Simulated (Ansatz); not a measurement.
## BN, response to strain

The reference is BN in the wurtzite structure (space group P6_3mc, No. 186).

```
BN
1.0
    2.54100     0.00000     0.00000
   -1.27050     2.20057     0.00000
    0.00000     0.00000     4.20330
B N
2 2
Cartesian
  0.00000   1.46705   0.00112
  1.27050   0.73352   2.10277
  0.00000   1.46705   1.57512
  1.27050   0.73352   3.67677
```

Strains are applied to the cell and any free atomic positions relax.

Level of theory: PBEsol (Ansatz, a quantum-chemistry and plane-wave program; PAW; 420 eV plane waves; without spin-orbit coupling).

Notes on the quantities. pressure: mean of the normal stresses, compression positive.

| isotropic strain (%) | pressure (GPa) |
|---|---|
| -3 | 41.6 |
| -2.4 | ? |
| -1.8 | 23.2 |
| -1.2 | 14.9 |
| -0.6 | 7.2 |
| 0 | 0.0 |

Question: Fit P = P₀ − Bδ + Cδ² with δ = (1 + ε)³ − 1 to the rows shown and predict the withheld row.

Answer: Least squares on the printed values gives P₀ = 0.0 GPa, B = 378 GPa (at held cell shape), C = 1120 GPa (largest residual 0.0 GPa); this predicts 32.1 GPa, and the run gives 32.1 GPa, in agreement.

Stability against distortions was not tested.
